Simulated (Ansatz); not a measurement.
Start from TiB2 (space group P6/mmm, No. 191; a = 2.994 Å, c = 3.160 Å). Axes: x lies along a and z along c of the hexagonal cell.

The values are results of plane-wave PAW DFT at the LDA level (Ansatz, a first-principles code, 420 eV), spin-orbit coupling left out, not measurements.

Before the change:

The pressure is 0.0 GPa and the shortest interatomic distance is 1.729 Å.

Perturbation: the cell is stretched by 1.50 % along x with no lateral relaxation, atoms relaxed at fixed cell.

Question: How does this affect the pressure?

Answer: The pressure (mean of the normal stresses, compression positive) goes from zero to -4.3 GPa.

Question: Estimate the effect on the shortest interatomic distance.

Answer: The shortest interatomic distance goes up by 0.0029 Å to 1.731 Å.

Question: What happens to the energy relative to the base?

Answer: The energy increases by 3.9 meV/atom.

The mesh was chosen for an insulator and is coarse for the gapless case. Without a gap, meshes like the base's 13×13×10 leave anisotropic stresses uncertain by several tenths of a GPa, and small strain energies with them. The cells carry an imposed strain or load. Stability against distortions was not tested. The final runs are not spin-polarised.
